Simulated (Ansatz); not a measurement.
## Zn3InGaO6 (R3m, No. 160, 11 atoms in the cell; start mp-1215740)

Method: HSE06+SOC in Ansatz (plane waves, PAW).

Settings: plane-wave cutoff 460 eV, 8×8×8 k mesh, Fermi–Dirac smearing 0.01 eV, PAW data made under PBE.

Cell (relaxed with PBEsol):

```xyz
11
Lattice="1.6447 0.9495 13.7903 -1.6447 0.9495 13.7903 0.0000 -1.8991 13.7903" Properties=species:S:1:pos:R:3 pbc="T T T"
Zn     0.0000     0.0000    10.8015
Zn     0.0000     0.0000    30.6697
Zn     0.0000     0.0000    35.8157
In     0.0000     0.0000     0.0502
Ga     0.0000     0.0000     5.6632
O      0.0000     0.0000    37.7853
O      0.0000     0.0000     3.6966
O      0.0000     0.0000     7.6399
O      0.0000     0.0000    33.2532
O      0.0000     0.0000    28.7199
O      0.0000     0.0000    12.7604
```

| Quantity | Result |
|---|---|
| band gap | 2.77 eV (on the SCF k mesh) (direct) |

Note: cell and atoms aren't relaxed at this level (largest force component 0.25 eV/Å, pressure 0.5 GPa).

The computed numbers hold no vibrational or temperature effects.

A start named mp-… is a Materials Project structure, which need not be a measured phase.

Ansatz is a quantum-chemistry and plane-wave program.
